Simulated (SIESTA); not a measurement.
SIESTA run on MgSc (Pm-3m, 2 atoms in the cell): self-consistent single point.

Computed with SIESTA with GGA PBEsol, numerical atomic orbitals DZP, PseudoDojo PBEsol standard norm-conserving potentials (rewritten from UPF to PSML).

```yaml
crystal:
  lattice:
    - [3.66694, 0.00000, 0.00000]
    - [0.00000, 3.66694, 0.00000]
    - [0.00000, 0.00000, 3.66694]
  atoms:
    - { symbol: Mg, position: [0.00000, 0.00000, 0.00000] }
    - { symbol: Sc, position: [0.50000, 0.50000, 0.50000] }
```

Reference input (self-consistent single point, DFT, LDA PW92, numerical atomic orbitals DZP, PseudoDojo LDA standard norm-conserving potentials (rewritten from UPF to PSML)): XC.functional = LDA; XC.authors = PW92; potentials = PseudoDojo LDA standard; PAO.BasisSize = DZP; PAO.EnergyShift = 0.005 Ry; MeshCutoff = 300 Ry; kgrid.MonkhorstPack = 12 12 12; OccupationFunction = FD; ElectronicTemperature = 0.1 eV; MaxSCFIterations = 150; SCF.Mixer.Method = Broyden; SCF.Mixer.Weight = 0.25. This run's input differs from it in these lines:

```diff
@@ -1,2 +1,2 @@
-# files in the folder: Mg.psml Sc.psml (PseudoDojo LDA standard)
+# files in the folder: Mg.psml Sc.psml (PseudoDojo PBEsol standard)
 SystemName  MgSc
@@ -22,4 +22,4 @@
 
-XC.functional                LDA
-XC.authors                   PW92
+XC.functional                GGA
+XC.authors                   PBEsol
 PAO.BasisSize                DZP
```

The program printed (abridged):

```
        iscf     Eharris(eV)        E_KS(eV)     FreeEng(eV)     dDmax    Ef(eV) dHmax(eV)
   scf:    1    -2920.305361    -2927.477458    -2927.540276  1.651776 -4.358031  3.407322
   scf:    2    -2927.877860    -2927.719182    -2927.793868  0.088711 -4.585257  2.391539
   scf:    3    -2927.771118    -2927.755217    -2927.835596  0.033089 -4.697784  1.518192
   scf:    4    -2927.774265    -2927.766941    -2927.844283  0.057817 -4.679441  0.207415
   scf:    5    -2927.765403    -2927.766711    -2927.845584  0.010406 -4.703075  0.021782
   [... 9 lines left out ...]
   scf:   15    -2927.766820    -2927.766820    -2927.845597  0.000025 -4.701893  0.000153
   scf:   16    -2927.766820    -2927.766820    -2927.845597  0.000018 -4.701900  0.000126
   scf:   17    -2927.766819    -2927.766820    -2927.845597  0.000013 -4.701906  0.000102
   scf:   18    -2927.766819    -2927.766819    -2927.845597  0.000010 -4.701910  0.000082
SCF Convergence by DM+H criterion
max |DM_out - DM_in|         :     0.0000095594
max |H_out - H_in|      (eV) :     0.0000816640
SCF cycle converged after 18 iterations

Using DM_out to compute the final energy and forces

siesta: E_KS(eV) =            -2927.7668

siesta: E_KS - E_eggbox =     -2927.7668

siesta: Atomic forces (eV/Ang):
     1    0.000000    0.000000    0.000000
     2   -0.000000   -0.000000   -0.000000
   Tot   -0.000000   -0.000000   -0.000000
   Max    0.000000
   Res    0.000000    sqrt( Sum f_i^2 / 3N )
   Max    0.000000    constrained

Stress tensor Voigt[x,y,z,yz,xz,xy] (kbar):       31.55       31.55       31.55        0.00        0.00        0.00
(Free)E + p*V (eV/cell)    -2928.8166
Target enthalpy (eV/cell)    -2927.8456

siesta: Program's energy decomposition (eV):
siesta: FreeEng =     -2927.845597

   [... lines left out ...]
siesta:     0.019693    0.000000    0.000000
siesta:     0.000000    0.019693    0.000000
siesta:     0.000000    0.000000    0.019693

siesta: Cell volume =         49.307322 Ang**3

siesta: Pressure (static):
siesta:                Solid            Molecule  Units
siesta:          -0.00021448         -0.00021448  Ry/Bohr**3
siesta:          -0.01969299         -0.01969299  eV/Ang**3
siesta:         -31.55165096        -31.55164868  kBar
```

The run converged in 18 iterations. Against the reference run the pressure goes from -5.02 to -3.16 GPa.

The starting cell comes from a database of computed structures (which also holds hypothetical and non-ambient phases and stackings), without a prior relaxation at this level. Its lattice was rescaled by a random factor within 2.5 % of one. Values carry the incompleteness of an atom-centred basis. With a pressure of about -3 GPa the cell is away from its equilibrium volume at this level.

Cost on one core of a shared machine: roughly 40 s.
